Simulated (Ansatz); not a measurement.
# Sn: response to strain

The reference is Sn in the diamond structure (space group Fd-3m, No. 227; a = 6.540 Å; relaxed with 0.1 eV smearing).

Strains are applied to the cell and any free atomic positions relax.

Computed with plane-wave PAW DFT at the PBEsol level (Ansatz, a program for electronic structure, 420 eV), scalar-relativistic without spin-orbit coupling.

Candidates:
(a) isotropic strain +0.50 %
(b) isotropic strain −2.00 %
(c) isotropic strain +3.00 %
(d) isotropic strain +1.50 %

Notes on the quantities. energy relative to the base: free energy F.

Problem. Order them by energy relative to the base, highest first.

Solution. (c) isotropic strain +3.00 % (+33 meV/atom), (b) isotropic strain −2.00 % (+18 meV/atom), (d) isotropic strain +1.50 % (+8.6 meV/atom), (a) isotropic strain +0.50 % (+1.0 meV/atom)

No phonon test of stability was made.
